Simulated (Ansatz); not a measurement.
Seebeck coefficient (μV/K, mean over directions) of p-type CdTe (F-43m) against carrier density, r2SCAN with spin-orbit coupling, rigid bands in Ansatz (a program for electronic structure). Computed gap 0.91 eV; densities at which minority carriers matter at this gap, or further valleys turn the trend, are left out. Conductivity mass 0.57 mₑ (harmonic mean over directions), N_v = 2.0e19 cm⁻³ at 300 K.

| hole density | 300 K | 500 K |
|---|---|---|
| 1e16 cm⁻³ | 868 | (withheld) |
| 1e17 cm⁻³ | 670 | (withheld) |
| 1e18 cm⁻³ | 472 | 541 |
| 3e18 cm⁻³ | 378 | 447 |
| 1e19 cm⁻³ | 277 | 345 |
| 3e19 cm⁻³ | 191 | 254 |
| 1e20 cm⁻³ | 110 | 163 |
| 3e20 cm⁻³ | 60 | (withheld) |
| 1e21 cm⁻³ | 32 | 54 |

Q: Complete the blanks.

A: 
- 1e16 cm⁻³, 500 K: 938
- 1e17 cm⁻³, 500 K: 740
- 3e20 cm⁻³, 500 K: 98

Rigid bands with a gap fixed in temperature, one relaxation time for all states, no polarons or phonon drag, and whether or not such doping can be reached.
